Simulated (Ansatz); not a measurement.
L1₀ (CuAu-type) TiAl was calculated with BLYP (plane waves, PAW; Ansatz, a first-principles code).

Input file:

Ansatz 0.2 input:
```yaml
crystal:
  lattice:
    - [2.8449184233, 0.0, 0.0]
    - [0.0, 2.8449184233, 0.0]
    - [0.0, 0.0, 4.122880175]
  atoms:
    - { symbol: Ti, position: [0.0, 0.0, 0.0] }
    - { symbol: Al, position: [0.5, 0.5, 0.5] }
basis:
  ecutwfc: 520
  ecutrho_ratio: 4
  xc_grid: 2
kpoints:
  mp_grid: { grid: [20, 20, 14] }
hamiltonian:
  xc: blyp
  dispersion: none
  pseudopotentials: { kind: paw }
scf:
  occupations: { method: fermi_dirac, width: 0.05 }
  convergence: { dr2_threshold: 0.0000000002 }
output:
  forces: true
  stress: true
  eigenvalues: true
```

From the output:

```
Crystal: 2 atoms, lattice volume = 33.369 Å³
Basis set: ecut = 520 eV, 919 PW (Γ), exchange–correlation on 48×48×64 points (8 copies of the dense FFT grid, shifted against one another)
Bands: 12, of which v1, the nominal top of the filled ones, is band 8 counted from 1 (7 counted from 0)
Symmetry: 16 space group operations
Space group: P4/mmm (ITA 123), of the structure as read, at distance tolerance 3.2e-5 Å
k-points: 528 of 5600
Functional: x = b88, c = lyp
SCF iter   1: F=—  HF=-3047.224485 eV  |F-HF|=—  |Δ(HF+E_count)|=         —  Δρ=1.30e-2  dr2=7.54e-2
SCF iter   2: F=—  HF=-3047.216315 eV  |F-HF|=—  |Δ(HF+E_count)|=   8.17e-3  Δρ=7.95e-3  dr2=3.15e-2
  ...
SCF iter   7: F=—  HF=-3047.211312 eV  |F-HF|=—  |Δ(HF+E_count)|=   2.11e-8  Δρ=1.31e-6  dr2=3.37e-10
SCF iter   8: F=-3047.211312 eV  HF=-3047.211312 eV  |F-HF|=1.36e-12  |Δ(HF+E_count)|=  9.13e-10  Δρ=1.34e-7  dr2=4.38e-12
SCF 1 converged in 8 iterations: F = -3047.211312 eV  dr2 = 4.38e-12
SCF converged after 8 iterations
Free energy (F): -3047.211312 eV
Internal energy: -3047.196629 eV  (E = F + TS)
E sigma→0 (E₀):  -3047.203971 eV
Fermi energy:    11.058475 eV
--- Forces (eV/Å), atoms counted from 1 ---
  atom   1  Ti    -0.00000000    -0.00000000     0.00000000
  atom   2  Al     0.00000000     0.00000000     0.00000000
--- Stress (GPa, compression-positive) ---
       -0.007642       0.000000       0.000000
        0.000000      -0.007642       0.000000
        0.000000       0.000000       0.019967
  P = ⅓ Tr σ = 0.0016 GPa (0.016 kbar)
```

The PAW data were made under PBE.

Cost on a shared machine: around 18 core-seconds (rough).
